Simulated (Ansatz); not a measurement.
Consider CdSe in the wurtzite structure (space group P6_3mc, No. 186).

```
CELL_PARAMETERS angstrom
      4.38272     0.00000     0.00000
     -2.19136     3.79554     0.00000
      0.00000     0.00000     7.15447
ATOMIC_POSITIONS crystal
  Cd 0.66667 0.33333 0.00047
  Cd 0.33333 0.66667 0.50047
  Se 0.66667 0.33333 0.62473
  Se 0.33333 0.66667 0.12473
```

Method: PBE, PAW, 420 eV (Ansatz, a first-principles code; spin-orbit coupling left out).

One change was made to it. Results:

| quantity | base | after |
|---|---|---|
| band gap | 0.54 eV | 0.58 eV |
| valence-band top at Γ (three highest levels, from the VBM) | 0.00, 0.00, -0.04 eV | 0.00, 0.00, -0.05 eV |
| width of the top valence band | 1.56 eV | 1.60 eV |

Task: Which change produced these results?
(A) pressure 5 GPa
(B) pressure 7.5 GPa
(C) pressure 0.7 GPa
(D) pressure −2 GPa

Result: C, pressure 0.7 GPa. For comparison, the band gap in the other runs: pressure 7.5 GPa gives 0.81 eV; pressure 5 GPa gives 0.74 eV; pressure −2 GPa gives 0.43 eV.

Load acts through the strain it causes; cell and atoms are relaxed under it. Stability against distortions was not tested. Measured, CdSe leaves this structure (for rock salt) near 2.72 GPa (temperature not stated; as listed in Datta, Sujoy, Jana, Debnarayan, arXiv (2020)), on rising pressure, with hysteresis.
